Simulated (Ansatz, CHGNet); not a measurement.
## NiGe (Pnma, No. 62, 8 atoms in the cell; start mp-1099): properties by level of theory

| level (code) | volume per atom (Å³/atom) | enthalpy of formation (eV/atom) |
|---|---|---|
| CHGNet 0.3.0 | 13.68 | -0.395 |
| PBE (Ansatz) | 13.73 | -0.304 |
| PBE-D3(BJ) (Ansatz) | … | -0.363 |
| PBE-D4 (Ansatz) | 13.36 | -0.368 |

Q: Some entries are withheld; supply them.

A: 
- PBE-D3(BJ) (Ansatz, an electronic-structure program), volume per atom (Å³/atom): 13.29

Caveats: the relaxation could not lower the start's symmetry, so the cell can be a saddle point above a distorted one (CHGNet 0.3.0, PBE, PBE-D3(BJ), PBE-D4). Ansatz's density-functional and Hartree–Fock values are scalar-relativistic unless marked +SOC, with PAW data made under PBE.

The crystal itself was run without spin with PBE, PBE-D3(BJ), PBE-D4; a magnetic state was not tried in these runs.

Computed values are for the static lattice.

A start named mp-… is a Materials Project structure, which need not be a measured phase.
